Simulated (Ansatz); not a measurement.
# BeS under a change: tensor shear ε_xy = +1.43 %

Consider BeS in the zinc blende structure (space group F-43m, No. 216; a = 4.869 Å). Axes: x, y, z lie along the cube axes.

One thing is altered: a pure shear with ε_xy = ε_yx = 0.0143; the atoms relax in the strained cell.

Computed with r2SCAN (Ansatz, a first-principles code), no spin-orbit coupling. k-mesh 12×12×12 (Γ-centred); smearing 0.05 eV (Fermi–Dirac).

```json
[
 {"quantity": "volume per atom", "base": "14.43 Å³", "changed": "14.42 Å³", "shift": "-0.003 Å³"},
 {"quantity": "space group", "base": "F-43m (No. 216)", "changed": "Imm2 (No. 44)", "shift": "–"},
 {"quantity": "energy relative to the base (free energy F)", "base": "0 meV/atom", "changed": "+3.2 meV/atom", "shift": "+3.2 meV/atom"},
 {"quantity": "band gap", "base": "3.59 eV", "changed": "3.45 eV", "shift": "-0.14 eV"},
 {"quantity": "gap character", "base": "–", "changed": "indirect, Γ → X", "shift": "–"},
 {"quantity": "smallest direct gap", "base": "6.22 eV", "changed": "5.93 eV", "shift": "-0.29 eV"},
 {"quantity": "valence-band top at Γ (three highest levels, from the VBM)", "base": "0.00, 0.00, 0.00 eV", "changed": "0.00, -0.12, -0.22 eV", "shift": "–"},
 {"quantity": "stress (xx, yy, zz, yz, xz, xy; compression positive)", "base": "–", "changed": "(0.08, 0.08, -0.01, 0.00, 0.00, -2.50) GPa", "shift": "–"}
]
```

Cost of the whole job for the changed cell (relaxation, final SCF and bands): very roughly 40 core-seconds.

Whether these cells are dynamically stable was not tested. k-point labels follow each cell's own Brillouin zone.
